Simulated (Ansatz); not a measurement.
## SrZrO3 (I4/mcm, No. 140, 10 atoms in the cell; start mp-5076; a measured phase of this formula has another space group)

Level of theory: LDA in Ansatz (plane waves, PAW).

Settings: plane-wave cutoff 500 eV, 10×10×10 k mesh, gaussian smearing 0.02 eV, scalar-relativistic PAW data made under PBE.

Cell (relaxed at this level):

```yaml
crystal:
  lattice:
    - [-2.83926, 2.83926, 4.13279]
    - [2.83926, -2.83926, 4.13279]
    - [2.83926, 2.83926, -4.13279]
  atoms:
    - { symbol: Sr, position: [0.75000, 0.25000, 0.50000] }
    - { symbol: Sr, position: [0.25000, 0.75000, 0.50000] }
    - { symbol: Zr, position: [0.00000, 0.00000, 0.00000] }
    - { symbol: Zr, position: [0.50000, 0.50000, 0.00000] }
    - { symbol: O, position: [0.18674, 0.68674, 0.87347] }
    - { symbol: O, position: [0.81326, 0.31326, 0.12653] }
    - { symbol: O, position: [0.68674, 0.81326, 0.50000] }
    - { symbol: O, position: [0.31326, 0.18674, 0.50000] }
    - { symbol: O, position: [0.25000, 0.25000, 0.00000] }
    - { symbol: O, position: [0.75000, 0.75000, 0.00000] }
```

```yaml
band_gap: 3.75 eV (on the SCF k mesh)
```

Note: the relaxation could not lower the start's symmetry, so the cell can be a saddle point above a distorted one.

Spin–orbit coupling is not included.

The computed numbers hold no vibrational or temperature effects.

A start named mp-… is a Materials Project structure, which need not be a measured phase.

Ansatz is a quantum-chemistry and plane-wave program.
